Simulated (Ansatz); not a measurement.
Band structure of SrZn₂ (Imma, 6 atoms in the cell).

```
SrZn2
1.0
   -2.37608     3.87441     3.83995
    2.37608    -3.87441     3.83995
    2.37608     3.87441    -3.83995
Sr Zn
2 4
Direct
  0.30347   0.05347   0.25000
  0.69653   0.94653   0.75000
  0.73249   0.66359   0.06890
  0.26751   0.33641   0.93110
  0.09469   0.66359   0.43110
  0.90531   0.33641   0.56890
```

Method: PBEsol, PAW files made with PBE (plane waves; Ansatz, a first-principles code).

Settings: kpoints.mp_grid.grid = 4 4 4; hamiltonian.xc = pbesol; hamiltonian.pseudopotentials = {kind: paw} (an earlier, softer set of the program's PAW files); scf.occupations.method = gaussian; scf.occupations.width = 0.01 Ry; kpoints.band_path.npoints = 8.

The starting cell comes from a database of computed structures (which also holds hypothetical and non-ambient phases and stackings), without a prior relaxation at this level. Its lattice was rescaled by a random factor within 2.5 % of one.

Levels in eV from the Fermi level, bands 31 to 38:
| point | 31 | 32 | 33 | 34 | 35 | 36 | 37 | 38 |
|---|---|---|---|---|---|---|---|---|
| Γ | -2.29 | -1.23 | -0.90 | -0.28 | -0.16 | 0.60 | 1.56 | 1.91 |
| X | -4.40 | -2.25 | -1.55 | -0.84 | 0.68 | 0.96 | 2.38 | 2.87 |
| L | -4.40 | -2.25 | -1.55 | -0.84 | 0.68 | 0.96 | 2.38 | 2.87 |
| T | -4.08 | -2.13 | -0.94 | -0.87 | 0.34 | 0.50 | 1.15 | 2.28 |
| W | -3.46 | -3.46 | 0.01 | 0.01 | 0.20 | 0.20 | 1.60 | 1.60 |
| R | -2.88 | -2.88 | -0.97 | -0.97 | 0.25 | 0.25 | 1.54 | 1.54 |
| X1 | -4.40 | -2.25 | -1.55 | -0.84 | 0.68 | 0.96 | 2.38 | 2.87 |
| Z | -4.32 | -2.41 | -0.30 | 0.21 | 2.23 | 2.24 | 2.51 | 2.70 |
| Y | -4.32 | -2.41 | -0.30 | 0.21 | 2.23 | 2.24 | 2.51 | 2.70 |
| S | -1.70 | -1.66 | -0.59 | -0.35 | 0.61 | 0.87 | 1.29 | 1.84 |

Bands cross the Fermi level along this path, so the cell is metallic at this level.

Keys are those of Ansatz 0.2.
